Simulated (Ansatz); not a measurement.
These are PBE (plane waves to 420 eV, PAW; Ansatz, a first-principles code) values and carry that method's errors.

Electrostatic potential energy of an electron, averaged over planes parallel to the surface, in eV from the Fermi level, for H on the 1x1 (100) surface of fcc Cu, one in a 2x2 cell, started at the site 'bridge Cu-Cu (span 2.6 Å)':

(z (Å), V (eV)): (5.17, 4.51); (5.44, 4.51); (5.72, 4.50); (5.99, 4.50); (6.26, 4.50); (6.53, 4.49); (6.81, 4.48); (7.08, 4.45); (7.35, 4.38); (7.62, 4.26); (7.89, 4.02); (8.17, 3.53); (8.44, 2.55); (8.71, 0.34); (8.98, -5.23); (9.26, -11.43); (9.53, -14.17); (9.80, -12.92); (10.07, -8.08); (10.34, -2.92); (10.62, -3.69); (10.89, -9.38); (11.16, -13.72); (11.43, -14.25); (11.71, -10.88); (11.98, -4.92); (12.25, -1.69); (12.52, -5.00); (12.79, -10.92); (13.07, -14.22); (13.34, -13.61); (13.61, -9.20); (13.88, -3.51); (14.16, -2.60); (14.43, -7.62); (14.70, -12.70); (14.97, -14.26); (15.24, -11.82); (15.52, -5.87); (15.79, -0.50); (16.06, 1.62); (16.33, 3.15); (16.61, 4.02); (16.88, 4.39); (17.15, 4.57); (17.42, 4.66); (17.69, 4.70); (17.97, 4.71); (18.24, 4.72); (18.51, 4.73); (18.78, 4.73); (19.06, 4.73); (19.33, 4.73); (19.60, 4.73); (19.87, 4.73); (20.14, 4.73); (20.42, 4.73)

Model: 17-atom slab, 5.3 Å thick at the start under the adsorbate (thin: gaps and levels are the slab's own), 6x6x1 mesh, Fermi-Dirac 0.1 eV, dipole correction, 8 atoms held, the rest relaxed; symmetry of the start imposed; no spin, no spin-orbit, no U, no dispersion correction. At the end it is bonded to 2 Cu. In PBE this state lies 0.07 eV over the lowest of the starts that converged ('hollow Cu-Cu-Cu-Cu over Cu at depth 1.8 Å').

The vacuum level lies 4.73 eV above the Fermi level over the top face and 4.51 eV above it under the bottom face.
